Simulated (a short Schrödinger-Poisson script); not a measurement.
Structure: gated Al0.2Ga0.8As/GaAs modulation-doped gas, at 300 K.

| layer | material | thickness (nm) | Nd (cm⁻³) | Na (cm⁻³) |
|---|---|---|---|---|
| 1 | Al0.2Ga0.8As | 30 | - | - |
| 2 | Al0.2Ga0.8As | 10 | 7e17 | - |
| 3 | Al0.2Ga0.8As | 3 | - | - |
| 4 | GaAs | 6000 | - | 5e15 |

Constants are typed, rounded textbook-type inputs, not results; the design itself was drawn at random and stands for no fabricated device. Al0.2Ga0.8As: permittivity 12.33, conduction-band edge (eV) 0.158, gap (eV) 1.673, electron mass (mₑ) 0.0836, Nv at 300 K (cm⁻³) 9e18. GaAs: permittivity 12.9, conduction-band edge (eV) 0, gap (eV) 1.424, Nv at 300 K (cm⁻³) 9e18.

Channel valleys (confinement mass, in-plane density-of-states mass, number): Γ 0.067, 0.067, 1. At the gate the conduction-band edge of layer 1 lies 0.91 eV − eVg above the Fermi level of the channel; the field vanishes at the back. Donor level 0.006 eV below the band edge. The barrier under the gate holds no holes. Gaps are held at their typed values at every temperature. Mesh 0.08 nm at interfaces.

From a short Schrödinger-Poisson script (our own, NumPy): 1D Poisson equation in equilibrium, electrons quantum, Hartree (BenDaniel-Duke, 40 states a valley, the channel's in-plane mass for all, wave functions free to enter the barrier), parabolic valleys, classical holes, donors ionised by Fermi statistics, acceptors fully, no traps, pinning or gate leakage.

The same stack at other levels of the model or other numerical settings:

| run | sheet density of all electrons at Vg = 0.5 V (cm⁻²) | rough cost against the base |
|---|---|---|
| base | 1.04e10 | about 1 |
| electrons treated as classical, Boltzmann | 1.31e10 | 0.05 |
| electrons treated as classical, Fermi-Dirac | 1.30e10 | 0.2 |
| electrons treated as quantum, Hartree plus LDA exchange-correlation | ___ | about 1 |
| mesh six times as coarse | 1.05e10 | 0.3 |
| one subband a valley | ___ | 0.2 |

### Question
Some entries are withheld; supply them.

### Answer

- electrons treated as quantum, Hartree plus LDA exchange-correlation, sheet density of all electrons at Vg = 0.5 V (cm⁻²): 1.12e10
- one subband a valley, sheet density of all electrons at Vg = 0.5 V (cm⁻²): 7.89e9

The classical rows ignore confinement, and Boltzmann statistics overrate the density once the band edge passes the Fermi level.
